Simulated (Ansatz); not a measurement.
TiAl₃ (I4/mmm, No. 139), treated with RPBE (plane waves, PAW; Ansatz, a quantum-chemistry and plane-wave program).

Run with plane-wave cutoff 520 eV, 20×20×20 k mesh, Fermi–Dirac smearing 0.05 eV, no spin polarisation, scalar-relativistic PAW data made under PBE.

The cell is scaled about its equilibrium volume:

Shape and atoms are relaxed at each volume.

```
V (Å³/atom)  P (GPa)  c (Å)  a (Å)
-----------  -------  -----  -----
15.630          4.49  8.553  3.824
15.955          2.13  8.615  3.849
16.281          0.00  8.677  3.874
16.607         -1.92  8.738  3.899
16.932         -3.65  8.798  3.924
```

Note: the bulk modulus comes from volumes at which shape and atoms were relaxed.
